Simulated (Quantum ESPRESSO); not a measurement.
Several settings converged on Cr (P-3m1, 2 atoms in the cell)

```yaml
crystal:
  lattice:
    - [2.43626, 0.00000, 0.00000]
    - [-1.21813, 2.10986, 0.00000]
    - [0.00000, 0.00000, 4.46821]
  atoms:
    - { symbol: Cr, position: [0.33333, 0.66667, 0.26119] }
    - { symbol: Cr, position: [0.66667, 0.33333, 0.75000] }
```

Base method: LDA (PZ), PSlibrary PAW (LDA) pseudopotentials (plane waves; Quantum ESPRESSO).

Base settings: ecutwfc = 55 Ry; ecutrho = 495 Ry; occupations = smearing; smearing = gaussian; degauss = 0.0073499 Ry; potentials = {Cr: Cr.pz-spn-kjpaw_psl.1.0.0.UPF}; K_POINTS = automatic 5 5 3 0 0 0; conv_thr = 1e-10 Ry; mixing_beta = 0.7.

The count of work is k-points × plane waves × bands × iterations; it is no time. 

**The plane-wave cutoff**

Moved along: ecutrho.

The second cell is the first with its lattice scaled by 0.98.

The mesh stays at the base's, so the ladder's end is converged at best in this setting alone.

Only quantities that move along the ladder and can be compared are tabulated.

| ecutwfc | free energy less the last step's (meV/atom) | energy of the compressed cell less the first (meV/atom) | pressure (GPa) | count of work / last |
|---|---|---|---|---|
| 50 Ry | 93.74 | 10.25 | -7.03 | 0.65 |
| 55 Ry | 81.14 | 9.54 | -7.39 | 0.32 |
| 61 Ry | 59.38 | 9.16 | -8.24 | 0.55 |
| 66 Ry | 39.94 | 9.10 | -8.17 | 0.39 |
| 74 Ry | 18.22 | 9.27 | -7.23 | 0.62 |
| 96 Ry | 5.57 | 9.09 | -6.13 | 0.69 |
| 132 Ry | 0.00 | 9.08 | -6.09 | 1.0 |

Coarsest ecutwfc that holds the free energy within 5 meV/atom: not settled: the last two steps still differ by 5.6 meV/atom, over half the tolerance, so the ladder does not show it.

Coarsest ecutwfc that holds the pressure within 0.5 GPa of the last step, with all finer ones: 96 Ry; the step before is off by 1.1 GPa.

Coarsest ecutwfc that holds the energy of the compressed cell less the first within 1 meV/atom of the last step, with all finer ones: 55 Ry, at 0.32 of the last step's count of work; the step before is off by 1.2 meV/atom.

**The density cutoff**

The second cell is the first with its lattice scaled by 0.98.

The mesh stays at the base's, so the ladder's end is converged at best in this setting alone.

Only quantities that move along the ladder and can be compared are tabulated.

```tsv
ecutrho	free energy less the last step's (meV/atom)	energy of the compressed cell less the first (meV/atom)	pressure (GPa)	largest difference of a force vector from the last step's (eV/Å)
110 Ry	-192.62	22.23	-6.76	0.019
165 Ry	-72.00	8.16	-3.05	0.027
275 Ry	-0.51	9.52	-7.42	0.000
330 Ry	-0.30	9.59	-7.37	0.000
440 Ry	-0.02	9.55	-7.41	0.000
495 Ry	-0.01	9.54	-7.39	0.000
550 Ry	-0.01	9.55	-7.40	0.000
660 Ry	0.00	9.55	-7.40	0.000
880 Ry	0.00	9.56	-7.40	0.000
```

Coarsest ecutrho that holds the forces within 0.005 eV/Å of the last step, with all finer ones: 275 Ry; the step before is off by 0.027 eV/Å.

Coarsest ecutrho that holds the energy of the compressed cell less the first within 0.5 meV/atom of the last step, with all finer ones: 275 Ry; the step before is off by 1.4 meV/atom.

Coarsest ecutrho that holds the free energy within 1 meV/atom of the last step, with all finer ones: 275 Ry; the step before is off by 72 meV/atom.

On the base run: the starting cell comes from a database of computed structures (which also holds hypothetical and non-ambient phases and stackings), without a prior relaxation at this level. Its lattice was rescaled by up to half a per cent. One atom was moved a little off its site on purpose. Spin polarisation is off. In the base run, with a pressure of about -7 GPa the cell is away from its equilibrium volume at this level. Without a gap this mesh is coarse (it stands for a supercell whose shortest vector is 12 Å).

Left out of this page: 7 runs of the series failed or unconverged.
